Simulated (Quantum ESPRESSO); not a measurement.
Convergence study of the k-point mesh at a smearing width of 0.02 eV for LuTl (P4mm, 2 atoms in the cell)

```yaml
crystal:
  lattice:
    - [3.57690, 0.00000, 0.00000]
    - [0.00000, 3.57690, 0.00000]
    - [0.00000, 0.00000, 3.92180]
  atoms:
    - { symbol: Lu, position: [0.00000, 0.00000, 0.01275] }
    - { symbol: Tl, position: [0.50000, 0.50000, 0.50000] }
```

Method of the run: LDA (PZ), PSlibrary PAW (LDA) pseudopotentials (plane waves; Quantum ESPRESSO).

Base settings: ecutwfc = 50 Ry; ecutrho = 400 Ry; occupations = smearing; smearing = fermi-dirac; degauss = 0.0073499 Ry; potentials = {Lu: Lu.pz-spdn-kjpaw_psl.1.0.0.UPF, Tl: Tl.pz-dn-kjpaw_psl.1.0.0.UPF}; K_POINTS = automatic 4 4 4 0 0 0; conv_thr = 1e-09 Ry; mixing_beta = 0.7.

In this ladder: degauss = 0.00147 Ry.

Only quantities that move along the ladder and can be compared are tabulated.

The count of work is k-points × plane waves × bands × iterations; it is no time. 

The starting cell comes from a database of computed structures (which also holds hypothetical and non-ambient phases and stackings), without a prior relaxation at this level. Its lattice was rescaled by up to half a per cent. One atom was moved a little off its site on purpose. In the base run, with a pressure of about -4 GPa the cell is away from its equilibrium volume at this level. Without a gap this mesh is coarse (it stands for a supercell whose shortest vector is 14 Å).

| K_POINTS | free energy less the last step's (meV/atom) | pressure (GPa) | largest difference of a force vector from the last step's (eV/Å) | count of work / last |
|---|---|---|---|---|
| automatic 3 3 3 0 0 0 | -100.93 | -0.76 | 0.030 | 0.0078 |
| automatic 4 4 4 0 0 0 | -26.54 | -3.66 | 0.015 | 0.021 |
| automatic 5 5 4 0 0 0 | 16.39 | -4.11 | 0.005 | 0.021 |
| automatic 6 6 5 0 0 0 | 10.27 | -3.60 | 0.020 | 0.035 |
| automatic 7 7 6 0 0 0 | -5.71 | -4.32 | 0.004 | 0.046 |
| automatic 8 8 8 0 0 0 | -8.75 | -4.32 | 0.007 | 0.087 |
| automatic 10 10 9 0 0 0 | 0.04 | -4.39 | 0.003 | 0.12 |
| automatic 12 12 11 0 0 0 | 1.71 | -4.23 | 0.000 | 0.20 |
| automatic 15 15 14 0 0 0 | 0.28 | -4.10 | 0.001 | 0.34 |
| automatic 22 22 20 0 0 0 | 0.00 | -4.16 | 0.000 | 1.0 |

Coarsest K_POINTS that holds the pressure within 0.2 GPa of the last step, with all finer ones: automatic 12 12 11 0 0 0, at 0.20 of the last step's count of work; the step before is off by 0.22 GPa.

Coarsest K_POINTS that holds the free energy within 5 meV/atom of the last step, with all finer ones: automatic 10 10 9 0 0 0, at 0.12 of the last step's count of work; the step before is off by 8.8 meV/atom.

Coarsest K_POINTS that holds the forces within 0.01 eV/Å of the last step, with all finer ones: automatic 7 7 6 0 0 0, at 0.046 of the last step's count of work; the step before is off by 0.020 eV/Å.
